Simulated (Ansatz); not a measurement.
## TmCl₃ (R-3c, No. 167; cell taken from a computed entry)

Level of theory: r²SCAN+rVV10 (PAW; Ansatz, a program for electronic structure).

Run with plane-wave cutoff 500 eV, 8×8×8 k mesh, Fermi–Dirac smearing 0.05 eV, spin-polarised start, scalar-relativistic PAW data made under PBE.

Cell (relaxed at this level):

```cif
data_Cl6Tm2
_chemical_formula_sum 'Tm2 Cl6'
_space_group_name_H-M_alt 'P 1'
_space_group_IT_number 1
_cell_length_a 7.10491
_cell_length_b 7.10491
_cell_length_c 7.10491
_cell_angle_alpha 52.967
_cell_angle_beta 52.967
_cell_angle_gamma 52.967
loop_
_space_group_symop_operation_xyz
  'x, y, z'
loop_
_atom_site_label
_atom_site_type_symbol
_atom_site_fract_x
_atom_site_fract_y
_atom_site_fract_z
_atom_site_occupancy
Tm1 Tm 0.50000 0.50000 0.50000 1
Tm2 Tm 0.00000 0.00000 0.00000 1
Cl1 Cl 0.41724 0.75000 0.08276 1
Cl2 Cl 0.58276 0.25000 0.91724 1
Cl3 Cl 0.08276 0.41724 0.75000 1
Cl4 Cl 0.91724 0.58276 0.25000 1
Cl5 Cl 0.75000 0.08276 0.41724 1
Cl6 Cl 0.25000 0.91724 0.58276 1
```

```yaml
volume_per_atom: 26.47 Å³/atom
lattice_parameter_a: 6.337 Å
c axis length: 18.272 Å
```

Note: the magnetic order was assumed, not searched for or taken from measurement; the relaxation could not lower the start's symmetry, so the cell can be a saddle point above a distorted one; the 4f shell is treated without U or exact exchange, so its levels and filling can be wrong.

Spin–orbit coupling is not included.

Computed values are for the static lattice.

It cost roughly 18 core-minutes of CPU time.
